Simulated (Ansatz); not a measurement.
**Si: biaxial strain +3.26 %, plane normal [110], relaxed out of plane**

The reference is Si in the diamond structure (space group Fd-3m, No. 227; a = 5.444 Å). Axes: x, y, z lie along the cube axes.

Modification: tensile biaxial strain of 3.26 % in the plane normal to [110], as in epitaxy on a mismatched substrate; the out-of-plane cell vector and the atoms relax.

Computed with Ansatz (a quantum-chemistry and plane-wave program), r2SCAN, PAW, cutoff 500 eV, no spin-orbit coupling. Settings: 10×10×10 k-points, 0.05 eV Fermi–Dirac smearing.

| quantity | base | changed | shift |
|---|---|---|---|
| volume per atom | 20.17 Å³ | 21.23 Å³ | +1.06 Å³ |
| space group | Fd-3m (No. 227) | Imma (No. 74) | – |
| shortest interatomic distance | 235.7 pm | 237.9 pm | +2.11 pm |
| energy relative to the base (free energy F) | 0 meV/atom | +28 meV/atom | +28 meV/atom |
| pressure (mean of the normal stresses, compression positive) | 0.00 GPa | -4.42 GPa | -4.412 GPa |
| band gap | 0.78 eV | 0.54 eV | -0.24 eV |
| gap character | – | indirect, Γ → k = (0.400, 0, 0.400) in the run's primitive reciprocal basis | – |
| electron mass | 0.91 mₑ along k, 0.19 mₑ across (off the special points) | 0.95 mₑ along k, 0.19 mₑ across (off the special points) | – |
| valence-band top at Γ (three highest levels, from the VBM) | 0.00, 0.00, 0.00 eV | 0.00, -0.37, -0.38 eV | – |
| out-of-plane strain | – | -1.31 % | – |
| ratio −ε⊥/ε∥ | – | 0.40 | – |
| mean in-plane stress (compression positive) | – | -6.6 GPa | – |

Final structure (turned so that z lies along the plane normal):

```
Si
1.0
    0.00000     0.00000    -3.79936
   -1.98761     2.81090    -1.89968
    1.98761     2.81090    -1.89968
Si
2
Cartesian
  0.00000   2.79792  -3.79936
  0.00000   4.22933  -5.69904
```

Cost of the whole job for the changed cell (relaxation, final SCF and bands): roughly 3 core-minutes.

A biaxial case was relaxed in a doubled cell and then solved in the primitive one. Effective masses come from finite differences of ±0.01 Å⁻¹. Along k means along the line from Γ to the band edge. No phonon test of stability was made. k-point labels follow each cell's own Brillouin zone.
